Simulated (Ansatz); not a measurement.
## PBE against r2SCAN: TiSi2

The parent structure is TiSi₂ (space group Fddd, No. 70; a = 4.8062 Å, b = 8.2649 Å, c = 8.5648 Å).

(Cell as relaxed with PBE.)

Levels (all Ansatz, an electronic-structure program, PAW, earlier PAW set): PBE (420 eV, spin-orbit coupling left out); r2SCAN (500 eV, no SOC).

Each level relaxes its own structure.

| quantity | PBE | r2SCAN |
|---|---|---|
| volume per atom | 14.18 Å³ | 13.97 Å³ |
| space group | Fddd (No. 70) | Fddd (No. 70) |
| band gap | zero | zero |

PBE's volume per atom lies 0.202 Å³ above r2SCAN's (1.4 %); the two agree on the space group and band gap. Neither level is exact; r2SCAN is the comparison here, not a measurement.

Whether these cells are dynamically stable was not tested. All final runs are without spin polarisation.
